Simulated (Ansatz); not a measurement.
Abridged Ansatz (a program for electronic structure) output:

```
Relaxation: its limit of steps is 50 (relax.max_steps)
Pseudopotential: W, paw, valence charge 14
Crystal: 1 atoms, lattice volume = 15.433 Å³
Basis set: ecut = 500 eV, 381 PW (Γ), exchange–correlation on 96×96×80 points (64 copies of the dense FFT grid, shifted against one another)
Bands: 11, of which v1, the nominal top of the filled ones, is band 7 counted from 1 (6 counted from 0)
Symmetry: 16 space group operations
k-points: 1800 of 24389
Functional: x = r2scan, c = r2scan; τ floored in thin density (d = 2e-4 eV/Å³)
SCF iter   1: F=—  HF=-10397.259985 eV  |F-HF|=—  |Δ(HF+E_count)|=         —  Δρ=6.40e-3  dr2=2.13e-3  dr2_τ=5.69e-2  ethr=1.77e-3  ⟨swp⟩=5.0  Hψ=116626  notcnv=0
SCF iter   2: F=—  HF=-10397.279416 eV  |F-HF|=—  |Δ(HF+E_count)|=   1.94e-2  Δρ=3.67e-3  dr2=4.78e-4  dr2_τ=1.20e-4  ethr=1.52e-5  ⟨swp⟩=2.2  Hψ=45542  notcnv=0
SCF 1 converged in 6 iterations: F = -10397.280025 eV  dr2 = 2.27e-10
relax step   1: F+E_penalty+E_count = -10397.28002460 eV  Δ(F+E_penalty+E_count) = +0.000e0 eV  max|allowed force component| = 0.000e0 eV/Å  Δτ_max = 0.0000 Å  P = +10.497 GPa  Ω = 15.433 Å³  fix = [a, b, gamma]  reactions: a +14.103, b +14.103 GPa  (6 SCF iters, dr2 threshold 1.00e-7 eV, accepted)
[... steps on the carried basis left out ...]
relax step   4: F+E_penalty+E_count = -10397.28090919 eV  Δ(F+E_penalty+E_count) = -5.130e-6 eV  max|allowed force component| = 0.000e0 eV/Å  Δτ_max = 0.0000 Å  P = +8.443 GPa  Ω = 15.524 Å³  energy of the carried Pulay correction = -4.876e-5 eV  fix = [a, b, gamma]  reactions: a +12.664, b +12.664 GPa  (2 SCF iters, dr2 threshold 7.31e-8 eV, accepted)
Crystal: 1 atoms, lattice volume = 15.524 Å³
SCF iter   1: F=—  HF=-10397.280958 eV  |F-HF|=—  |Δ(HF+E_count)|=         —  Δρ=5.27e-5  dr2=4.30e-8  dr2_τ=9.56e-8  ethr=1.55e-8  ⟨swp⟩=3.3  Hψ=169425  notcnv=0
SCF iter   2: F=—  HF=-10397.280958 eV  |F-HF|=—  |Δ(HF+E_count)|=   6.41e-7  Δρ=2.67e-5  dr2=1.17e-8  dr2_τ=2.08e-8  ethr=3.07e-10  ⟨swp⟩=2.0  Hψ=24527  notcnv=0
SCF 5 converged in 5 iterations: F = -10397.280959 eV  dr2 = 8.01e-14
SCF converged after 5 iterations
Free energy (F): -10397.280959 eV
Internal energy: -10397.266902 eV  (E = F + TS)
E sigma→0 (E₀):  -10397.273931 eV
Entropy (-TS):   -0.014056 eV (-14.056 meV/atom)
Fermi energy:    23.008887 eV
--- Forces (eV/Å), atoms counted from 1 ---
  atom   1  W      0.00000000     0.00000000     0.00000000
--- Stress (GPa, compression-positive) ---
       12.666079       0.000000       0.000000
        0.000000      12.666079       0.000000
        0.000000       0.000000      -0.000041
  P = ⅓ Tr σ = 8.4440 GPa (84.440 kbar)
--- Relaxed structure (4 steps of the walk, 3 accepted, 1 SCFs on fresh bases) ---
  cell:  # Å, volume = 15.5244 Å³
    - [3.1054570738, 0.0, 0.0]
    - [0.0, 3.1054570738, 0.0]
    - [1.5527285369, -1.5527285369, 1.6097738302557065]
  atoms:
    - { symbol: W, position: [0.0, 0.0, 0.0] }
```

Q: What was computed, and what are the main results?

A: W, 1 atom in the cell, with r2SCAN (Ansatz, PAW, no spin-orbit coupling). The last SCF converged to F = -10397.280959 eV, or -10397.2810 eV per atom, at a pressure of 8.44 GPa. The total energy compares only with runs of the same code, potentials and settings.

The cells carry an imposed strain or load. No phonon test of stability was made. All final runs are without spin polarisation. The cell was made from W in the bcc (W type) structure (space group Im-3m, No. 229) by this change: biaxial strain −2.00 %, plane normal [001], relaxed out of plane.

Keys are those of Ansatz 0.2.
